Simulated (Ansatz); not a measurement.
Structures of equal composition on the (111) surface of fcc Ir: a pseudomorphic layer of Mo in the host's stacking; a pseudomorphic layer of Mo in the other hollow. The slabs share one bottom face, and each structure is named by its start. These are constructed structures in small cells; real faces may alloy, dewet or reconstruct in larger ones, and not all known structures of the face are among them. Slabs of about 11 Å, Fermi-Dirac smearing of 0.1 eV. Bottom of the slabs: a bare face, its two planes held. Relaxed from the named starts with such symmetry as they have, on meshes of like density; energies extrapolated to zero smearing; spin only where a row says so; no spin-orbit coupling, no U. Brackets mark spin-polarised runs, whose order is one that fits the cell.

Computed with PBE (plane waves to 420 eV, PAW; Ansatz, a program for electronic structure).

Task: Put the candidates in order of energy per 1x1 cell, lowest first, for PBE.

Result: a pseudomorphic layer of Mo in the other hollow (0.000 eV), a pseudomorphic layer of Mo in the host's stacking (0.078 eV)
